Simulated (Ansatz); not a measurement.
The reference is Zn in the hcp (Mg type) structure (space group P6_3/mmc, No. 194; a = 2.613 Å, c = 4.781 Å; relaxed with 0.1 eV smearing).

Computed with PBEsol (Ansatz, an electronic-structure program; PAW; 420 eV plane waves; scalar-relativistic without spin-orbit coupling).

For the base:

The pressure is 0.0 GPa and the band gap is zero.

Now apply this change: an isotropic linear strain of −1.50 %, atoms relaxed at fixed cell.

Question: How does this affect the energy relative to the base, pressure and band gap?

Answer: The energy grows by 8.8 meV/atom; the pressure (mean of the normal stresses, compression positive) goes from zero to 4.7 GPa; the band gap is still zero.

Whether these cells are dynamically stable was not tested.
